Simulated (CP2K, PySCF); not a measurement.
A PySCF input for a self-consistent single point of AlAs (F-43m, 2 atoms in the cell) (DFT PBE, Gaussian basis gth-dzvp-molopt-sr, GTH pseudopotentials gth-pbe, FFT density fitting with multigrid):

```python
import numpy as np
from pyscf.pbc import gto, scf, dft

cell = gto.Cell()
cell.a = np.array([[0, 2.827116, 2.827116],
              [2.827116, 0, 2.827116],
              [2.827116, 2.827116, 0]])
cell.atom = [
    ('Al', (0, 0, 0)),
    ('As', (4.240674, 4.240674, 4.240674)),
]
cell.unit = 'Angstrom'
cell.basis = 'gth-dzvp-molopt-sr'
cell.pseudo = 'gth-pbe'
cell.ke_cutoff = 50
cell.max_memory = 2000
cell.verbose = 4
cell.build()

kpts = cell.make_kpts([10, 10, 10])
mf = dft.KRKS(cell, kpts).multigrid_numint()
mf.xc = 'PBE'
mf.conv_tol = 1e-08
mf.max_cycle = 40
mf.kernel()

res = dict(e_tot=mf.e_tot, converged=mf.converged, nao=cell.nao, mesh=cell.mesh, nelectron=cell.nelectron)
np.savez('results.npz', **res)
eps, occ = np.array(mf.mo_energy), np.array(mf.mo_occ)
nk = len(mf.kpts)
res.update(mo_energy=eps, mo_occ=occ)
print('electrons per cell = %.6f' % (occ.sum() / nk))
full = 1.0
print('highest filled level = %.6f Ha, lowest empty level = %.6f Ha' % (eps[occ > full].max(), eps[occ <= full].min()))
np.savez('results.npz', **res)
```

Question: Write the same calculation as an input for CP2K.

Answer: One input that does it (others would too):

```
&GLOBAL
  PROJECT calc
  RUN_TYPE ENERGY_FORCE
  PRINT_LEVEL MEDIUM
&END GLOBAL
&FORCE_EVAL
  METHOD Quickstep
  STRESS_TENSOR ANALYTICAL
  &DFT
    BASIS_SET_FILE_NAME BASIS_MOLOPT_UZH
    POTENTIAL_FILE_NAME POTENTIAL_UZH
    &QS
      METHOD GPW
      EPS_DEFAULT 1E-10
    &END QS
    &MGRID
      CUTOFF 400
      REL_CUTOFF 60
      NGRIDS 4
    &END MGRID
    &SCF
      SCF_GUESS ATOMIC
      EPS_SCF 1E-7
      MAX_SCF 100
      ADDED_MOS 4
      &DIAGONALIZATION
        ALGORITHM STANDARD
      &END DIAGONALIZATION
      &MIXING
        METHOD BROYDEN_MIXING
        ALPHA 0.3
        NBUFFER 10
        BETA 1
      &END MIXING
    &END SCF
    &KPOINTS
      SCHEME MACDONALD 10 10 10 0.05 0.05 0.05
    &END KPOINTS
    &XC
      &XC_FUNCTIONAL PBE
      &END XC_FUNCTIONAL
    &END XC
    &PRINT
      &MO
        EIGENVALUES T
        OCCUPATION_NUMBERS T
        NDIGITS 8
        FILENAME mo
        &EACH
          QS_SCF 0
        &END EACH
        ADD_LAST NUMERIC
      &END MO
      &MULLIKEN ON
      &END MULLIKEN
    &END PRINT
  &END DFT
  &SUBSYS
    &CELL
      ABC 3.99814600 3.99814600 3.99814546
      ALPHA_BETA_GAMMA 60.00000035 59.99999556 59.99999997
      PERIODIC XYZ
    &END CELL
    &COORD
      Al       0.00000000     0.00000000     0.00000000
      As       5.99721900     3.46249575     2.44835400
    &END COORD
    &KIND Al
      BASIS_SET DZVP-MOLOPT-PBE-GTH-q3
      POTENTIAL GTH-PBE-q3
    &END KIND
    &KIND As
      BASIS_SET DZVP-MOLOPT-PBE-GTH-q5
      POTENTIAL GTH-PBE-q5
    &END KIND
  &END SUBSYS
  &PRINT
    &FORCES ON
    &END FORCES
    &STRESS_TENSOR ON
    &END STRESS_TENSOR
  &END PRINT
&END FORCE_EVAL
```

Basis, cutoffs, solver keys and any potentials are the target program's own. This input uses DFT PBE, GPW, DZVP-MOLOPT-PBE-GTH basis, GTH-PBE potentials (POTENTIAL_UZH). Both were run: gap on the mesh 1.608 eV in PySCF and 1.515 in CP2K.

On CP2K: the starting cell comes from a database of computed structures (which also holds hypothetical and non-ambient phases and stackings), without a prior relaxation at this level. Its lattice was rescaled by a random factor within 2.5 % of one. Values carry the incompleteness of an atom-centred basis. With a pressure of about 3 GPa the cell is away from its equilibrium volume at this level.

On PySCF: the starting cell comes from a database of computed structures (which also holds hypothetical and non-ambient phases and stackings), without a prior relaxation at this level. Its lattice was rescaled by a random factor within 2.5 % of one. Values carry the incompleteness of an atom-centred basis.
